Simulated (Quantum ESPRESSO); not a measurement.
# Parameter sweep on Na (Im-3m, 1 atom in the cell)

```
Na
1.0
   -2.11644     2.11644     2.11644
    2.11644    -2.11644     2.11644
    2.11644     2.11644    -2.11644
Na
1
Direct
  0.00000   0.00000   0.00000
```

Base run A: PBE, SSSP 1.1.2 efficiency (PBE) pseudopotentials (Quantum ESPRESSO 7.5), self-consistent single point.

Its settings: ecutwfc = 40 Ry; ecutrho = 320 Ry; occupations = smearing; smearing = methfessel-paxton; degauss = 0.0147 Ry; potentials = {Na: na_pbe_v1.5.uspp.F.UPF}; K_POINTS = automatic 9 9 9 0 0 0; conv_thr = 1e-10 Ry.

The starting cell comes from a database of computed structures (which also holds hypothetical and non-ambient phases and stackings), without a prior relaxation at this level. Its lattice was rescaled by a random factor within 2.5 % of one.

ΔF is the free energy per atom less that of run A. 

| run | change | ΔF (meV/atom) | pressure (GPa) |
|---|---|---|---|
| A | base | 0.00 | -0.19 |
| B | lattice scaled by 0.97 | 3.6 | 0.58 |
| C | lattice scaled by 0.97; ecutwfc: 40 Ry → 24 Ry; ecutrho: 320 Ry → 192 Ry | 1250.2 | -33.52 |
| D | lattice scaled by 0.985 | -0.16 | 0.16 |
| E | lattice scaled by 0.985; ecutwfc: 40 Ry → 24 Ry; ecutrho: 320 Ry → 192 Ry | 1242.5 | -32.33 |
| F | lattice scaled by 1.015 | 3.6 | -0.48 |
| G | lattice scaled by 1.015; ecutwfc: 40 Ry → 24 Ry; ecutrho: 320 Ry → 192 Ry | 1249.2 | -30.23 |
| H | lattice scaled by 1.03 | 10.3 | -0.72 |
| I | lattice scaled by 1.03; ecutwfc: 40 Ry → 24 Ry; ecutrho: 320 Ry → 192 Ry | 1255.0 | -29.19 |
| J | ecutwfc: 40 Ry → 24 Ry; ecutrho: 320 Ry → 192 Ry | 1235.3 | -31.09 |

Run E against A: The free energy rises by 1.24 eV/atom and the pressure goes from -0.19 to -32.33 GPa.

Run J against A: The free energy rises by 1.24 eV/atom and the pressure goes from -0.19 to -31.09 GPa.
